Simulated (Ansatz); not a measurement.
Base system: InP in the zinc blende structure (space group F-43m, No. 216).

```xyz
2
Lattice="0.0000 2.9535 2.9535 2.9535 0.0000 2.9535 2.9535 2.9535 0.0000" Properties=species:S:1:pos:R:3 pbc="T T T"
P      4.4303     4.4303     4.4303
In     0.0000     0.0000     0.0000
```

Levels (all Ansatz, a quantum-chemistry and plane-wave program, PAW): r2SCAN (500 eV, scalar-relativistic without spin-orbit coupling); HSE06 (420 eV, no spin-orbit coupling).

Its gap is 1.03 eV with r2SCAN and 1.36 eV with HSE06.

It is then changed as follows: a negative pressure, −2 GPa.

With r2SCAN the gap becomes 0.84 eV.

Task: If the HSE06 correction stayed the same, what would the HSE06 gap be, and what does the HSE06 run give?

Result: A rigid correction of +0.33 eV gives 1.17 eV. The HSE06 run gives 1.16 eV, so the two effects roughly add.

Single points use the geometry relaxed with r2SCAN. Load acts through the strain it causes; cell and atoms are relaxed under it. No phonon test of stability was made.
